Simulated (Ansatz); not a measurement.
## P on a O site (middle of the slab) in a 2x2 cell of the 1x1 (10-10) surface of wurtzite ZnO (cut with top plane O + Zn)

Host crystal: wurtzite ZnO, with a band gap (PBE, scalar-relativistic without spin-orbit coupling).

Method: PBE (plane waves to 420 eV, PAW; Ansatz, a first-principles code).

Model: 64-atom slab, 9.4 Å thick at the start (thin: gaps and levels are the slab's own), 3x2x1 mesh, Fermi-Dirac 0.01 eV, dipole correction, 12 atoms held, the rest relaxed; symmetry of the start imposed; spin-polarised, ending with about 0.3 μB a cell, a value that depends on the mesh; orders that need a larger cell were not tried, no spin-orbit, no U. The slab shows no gap over 0.04 eV on its mesh.

| Property | Result |
|---|---|
| formation energy against ½ O2(g), black phosphorus | 4.58 eV |
| change of the step from the bottom to the top vacuum level, against the clean slab | 0.11 eV |
| energy released by relaxation | 2.04 eV |
| largest move of a host atom | 0.42 Å |
